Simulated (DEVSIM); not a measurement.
Structure: CdS/CdTe n-p heterojunction, at 300 K.

| layer (left to right) | material | thickness (μm) | Nd (cm⁻³) | Na (cm⁻³) | τn (s) | τp (s) |
|---|---|---|---|---|---|---|
| 1 | CdS | 0.0720 | 6.3e16 | - | 4.3e-8 | 4.3e-8 |
| 2 | CdTe | 0.250 | - | 5.4e17 | 4.3e-8 | 4.3e-8 |

Left contact: ohmic. Right contact: ohmic. Voltage is applied to the left contact. Recombination: SRH at mid-gap, Auger. Mobility is μmin + (μ − μmin)/(1 + (N/Nref)^α).

Constants are typed, rounded textbook-type inputs, not results; the design itself was drawn at random and stands for no fabricated device. Values at 300 K.

```csv
parameter,CdS,CdTe
gap (eV),2.4,1.5
affinity (eV),4.3,4.28
permittivity,9,10.2
Nc (cm⁻³),2.2e18,8e17
Nv (cm⁻³),1.8e19,1.8e19
μn (cm²/Vs),300,1000
μp (cm²/Vs),25,80
"μn,min",30,100
"μp,min",3,10
"Nref,n",1e17,1e17
"Nref,p",1e17,1e17
αn,0.6,0.6
αp,0.6,0.6
Cn (cm⁶/s),1e-30,1e-30
Cp (cm⁶/s),1e-30,1e-30
```

Model (solved in DEVSIM): 1D drift-diffusion, Boltzmann statistics, complete ionisation; no tunnelling, impact ionisation, image-force lowering or self-heating. Band offsets follow the typed affinities; no thermionic-emission limit at abrupt steps, no polarisation charge.

Base results: dark forward voltage at 1 A/cm² (V) 1.132; dark forward voltage at 100 A/cm² (V) 1.252; largest field in the device at zero bias (V/cm) 200000.

Q: What follows from this one change: thickness of layer 1 0.072 → 0.043 μm?

A: dark forward voltage at 1 A/cm² little changed (1.132 V); dark forward voltage at 100 A/cm² little changed (1.252 V); largest field in the device at zero bias 200000 → 260000 V/cm.

Q: What follows from this one change: constant mobility in place of the doping-dependent one?

A: dark forward voltage at 1 A/cm² 1.132 → 1.104 V; dark forward voltage at 100 A/cm² 1.252 → 1.224 V; largest field in the device at zero bias little changed (200000 V/cm).
